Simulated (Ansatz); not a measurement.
Results of PBEsol (Ansatz, an electronic-structure program, PAW) for cubic perovskite KCdF3.

The input as run:

Ansatz 0.2 input:
```yaml
crystal:
  lattice:
    - [4.4140971093, 0.0, 0.0]
    - [0.0, 4.4140971093, 0.0]
    - [0.0, 0.0, 4.4140971093]
  atoms:
    - { symbol: K, position: [0.0, 0.0, 0.0] }
    - { symbol: Cd, position: [0.5, 0.5, 0.5] }
    - { symbol: F, position: [0.5, 0.0, 0.5] }
    - { symbol: F, position: [0.0, 0.5, 0.5] }
    - { symbol: F, position: [0.5, 0.5, 0.0] }
basis:
  ecutwfc: 520
  ecutrho_ratio: 4
  xc_grid: 2
kpoints:
  mp_grid: { grid: [8, 8, 8] }
hamiltonian:
  xc: pbesol
  dispersion: none
  pseudopotentials: { kind: paw }
scf:
  occupations: { method: fermi_dirac, width: 0.01 }
  convergence: { dr2_threshold: 0.0000000005 }
output:
  forces: true
  stress: true
  eigenvalues: true
```

The run printed, among other lines:

```
Crystal: 5 atoms, lattice volume = 86.005 Å³
Basis set: ecut = 520 eV, 2325 PW (Γ), exchange–correlation on 72×72×72 points (8 copies of the dense FFT grid, shifted against one another)
Bands: 30, of which v1, the nominal top of the filled ones, is band 25 counted from 1 (24 counted from 0)
Symmetry: 48 space group operations
Space group: Pm-3m (ITA 221), of the structure as read, at distance tolerance 4.4e-5 Å
k-points: 35 of 512
Functional: x = pbesol(κ = 0.804, μ = 0.12345679012345678), c = pbesol(β = 0.046)
SCF iter   1: F=—  HF=-12105.072446 eV  |F-HF|=—  |Δ(HF+E_count)|=         —  Δρ=1.22e-2  dr2=8.43e-2
SCF iter   2: F=—  HF=-12105.049661 eV  |F-HF|=—  |Δ(HF+E_count)|=   2.28e-2  Δρ=2.72e-3  dr2=2.48e-3
  ...
SCF iter   7: F=—  HF=-12105.049400 eV  |F-HF|=—  |Δ(HF+E_count)|=   1.31e-7  Δρ=1.36e-6  dr2=1.21e-9
SCF iter   8: F=-12105.049400 eV  HF=-12105.049400 eV  |F-HF|=7.09e-11  |Δ(HF+E_count)|=   3.79e-9  Δρ=2.82e-7  dr2=6.43e-11
SCF 1 converged in 8 iterations: F = -12105.049400 eV  dr2 = 6.43e-11
SCF converged after 8 iterations
Free energy (F): -12105.049400 eV
Internal energy: -12105.049400 eV  (E = F + TS)
E sigma→0 (E₀):  -12105.049400 eV
Fermi energy:    5.160014 eV
--- Forces (eV/Å), atoms counted from 1 ---
  atom   1  K     -0.00000000     0.00000000     0.00000000
  atom   2  Cd     0.00000000    -0.00000000     0.00000000
  atom   3  F     -0.00000000    -0.00000000    -0.00000000
  atom   4  F      0.00000000    -0.00000000    -0.00000000
  atom   5  F      0.00000000     0.00000000    -0.00000000
--- Stress (GPa, compression-positive) ---
       -1.166407      -0.000000       0.000000
       -0.000000      -1.166407       0.000000
        0.000000       0.000000      -1.166407
  P = ⅓ Tr σ = -1.1664 GPa (-11.664 kbar)
```

The cell is one volume of an energy–volume scan, off the minimum.

The PAW data were made under PBE.

Computing time: about 6 core-seconds (a rough figure).
